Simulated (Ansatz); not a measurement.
Start from ZnS in the zinc blende structure (space group F-43m, No. 216; a = 5.357 Å).

The values are results of plane-wave PAW DFT at the PBEsol level (Ansatz, a first-principles code, 420 eV), no spin-orbit coupling, not measurements.

For the base:

```
Property                       Result
----------------------------  -------
Gap between the host's bands  2.09 eV
```

Now apply this change: electron doping at 7.0×10^20 cm⁻³ (0.0269 per cell), with a uniform compensating background at fixed cell and a 300 K Fermi–Dirac width.

Question: Predict the new gap between the host's bands.

Answer: The gap between the host's bands drops by 0.015 eV to 2.07 eV.

Question: What happens to the Fermi level from band edge?

Answer: The Fermi level relative to the doped band's edge (positive inside the band; to 0.05 eV) comes out as +1.00 eV.

Carriers are added with a uniform compensating background; total energy and stress of such cells depend on the potential's zero and are not compared; many-body gap narrowing is missing at this level. No phonon test of stability was made.
